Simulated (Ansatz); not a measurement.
An Ansatz (a program for electronic structure) input for monoclinic HfO2 with Sr and one O vacancy, 48 sites:

Ansatz 0.2 input:
```yaml
crystal:
  lattice:
    - [10.390014377, 0.001510357, 0.09917077]
    - [0.00152513, 10.429363784, -0.022575033]
    - [-0.853437477, -0.011558691, 5.319033429]
  atoms:
    - { symbol: Sr, position: [0.128290083, 0.231868799, 0.726827066] }
    - { symbol: Hf, position: [0.137297308, 0.731291494, 0.716701445] }
    - { symbol: Hf, position: [0.638182512, 0.232555709, 0.70217165] }
    - { symbol: Hf, position: [0.63316072, 0.722114223, 0.709572632] }
    - { symbol: Hf, position: [0.360942206, 0.272023488, 0.30030602] }
    - { symbol: Hf, position: [0.366081496, 0.768139722, 0.300515529] }
    - { symbol: Hf, position: [0.864815166, 0.272716995, 0.274152612] }
    - { symbol: Hf, position: [0.867838808, 0.774471807, 0.285611077] }
    - { symbol: Hf, position: [0.362013088, 0.476781625, 0.800080631] }
    - { symbol: Hf, position: [0.364790028, 0.980247996, 0.800479439] }
    - { symbol: Hf, position: [0.862746558, 0.484253857, 0.788749479] }
    - { symbol: Hf, position: [0.839975438, 0.96951745, 0.780124316] }
    - { symbol: Hf, position: [0.152740833, 0.012313976, 0.24098261] }
    - { symbol: Hf, position: [0.141941144, 0.521427518, 0.216881183] }
    - { symbol: Hf, position: [0.634117701, 0.023271848, 0.206816079] }
    - { symbol: Hf, position: [0.637787493, 0.517509365, 0.210420127] }
    - { symbol: O, position: [0.03101477, 0.595951627, 0.859930483] }
    - { symbol: O, position: [0.533990203, 0.087217951, 0.856494799] }
    - { symbol: O, position: [0.532867955, 0.584449758, 0.856711079] }
    - { symbol: O, position: [0.472946297, 0.406724395, 0.148094161] }
    - { symbol: O, position: [0.469009138, 0.909647468, 0.154411722] }
    - { symbol: O, position: [0.972257819, 0.411732471, 0.131751028] }
    - { symbol: O, position: [0.967736776, 0.914265778, 0.108445763] }
    - { symbol: O, position: [0.46654817, 0.334066099, 0.653743951] }
    - { symbol: O, position: [0.4683292, 0.835796154, 0.653964755] }
    - { symbol: O, position: [0.945507392, 0.348257774, 0.612225501] }
    - { symbol: O, position: [0.973545552, 0.861833094, 0.62435977] }
    - { symbol: O, position: [0.027527251, 0.156178778, 0.283453972] }
    - { symbol: O, position: [0.03186799, 0.665386118, 0.361878442] }
    - { symbol: O, position: [0.534830974, 0.161208453, 0.356155022] }
    - { symbol: O, position: [0.531370698, 0.657318259, 0.359101864] }
    - { symbol: O, position: [0.236228397, 0.382805179, 1.007313019] }
    - { symbol: O, position: [0.222717, 0.873638415, 0.98393275] }
    - { symbol: O, position: [0.729390483, 0.371918882, 0.972155445] }
    - { symbol: O, position: [0.719792137, 0.868355035, 0.970562023] }
    - { symbol: O, position: [0.273614645, 0.116818837, 0.046263272] }
    - { symbol: O, position: [0.275082553, 0.632728126, 0.033053438] }
    - { symbol: O, position: [0.773506991, 0.124819234, 0.00996997] }
    - { symbol: O, position: [0.77372055, 0.63102341, 0.028557403] }
    - { symbol: O, position: [0.283908688, 0.110492057, 0.525183538] }
    - { symbol: O, position: [0.273469464, 0.625535393, 0.537421004] }
    - { symbol: O, position: [0.780310945, 0.119083077, 0.520339006] }
    - { symbol: O, position: [0.776069322, 0.624144294, 0.525546406] }
    - { symbol: O, position: [0.233722827, 0.38732317, 0.482477876] }
    - { symbol: O, position: [0.228278591, 0.873197426, 0.490206776] }
    - { symbol: O, position: [0.711438231, 0.376390527, 0.465369681] }
    - { symbol: O, position: [0.723126938, 0.875470293, 0.472028097] }
basis:
  ecutwfc: 500
  ecutrho_ratio: 4
  xc_grid: 4
kpoints:
  mp_grid: { grid: [2, 2, 4] }
hamiltonian:
  xc: r2scan
  dispersion: none
  pseudopotentials: { kind: paw }
scf:
  n_extra_bands: 36
  occupations: { method: fermi_dirac, width: 0.01 }
  convergence: { dr2_threshold: 0.000000001 }
output:
  eigenstates: { kpoints: [[0, 0, 0]], e_range: [-4, 6], localisation: true }
  eigenvalues: true
```

Level of theory: r2SCAN (plane waves to 500 eV, PAW; Ansatz). Scalar-relativistic, without spin–orbit coupling. Its k-point mesh 2×2×4, Fermi–Dirac width 0.01 eV.

Problem. What does the end of the output print (band table and long remarks left out, numbers rounded to eight decimals)?

Solution. 
```
SCF converged after 13 iterations
Free energy (F): -257271.174217 eV
Harris-Foulkes:  -257271.174217 eV  (|F-HF|=2.33e-10)
Internal energy: -257271.174217 eV  (E = F + TS)
E sigma→0 (E₀):  -257271.174217 eV
Fermi energy:    14.514013 eV
--- Per-component energies (eV) ---
  E_band       = -1059.130702
  E_kinetic    = 12014.715633
  E_local      = -99770.522254  (includes V_loc(G=0)·N_el)
  E_nonlocal   = -17039.318341
  E_hartree    = 45491.324966
  E_xc         = -6693.313646
  E_vxc        = -7853.705756  (∫ρ·V_xc dr)
  E_paw        = -111944.605927  (= ΣΔE_a)
  E_vpaw       = 20173.800361  (= ΣTr[D̂ρ^β])
  E_aug_tail   = 0.031996  (compensation charges beyond the density's cutoff)
  E_vtau       = 433.218271  (kinetic-family band-sum trace: ∫τ·v_τ [+ j·A + Jᵃ·Aᵃ] dr)
  E_ewald      = -79333.173267
  E_core_change = 3.686623  (= ΣΔE_core)
  E_smearing   = 0.000000  (= −TS)
  E_closure    = 0.000000  (closes the sum)
  Σ components = -257271.174217   (vs F -257271.174217, Δ=0.00e0)
```

Cost: about 15 core-minutes (a rough figure).
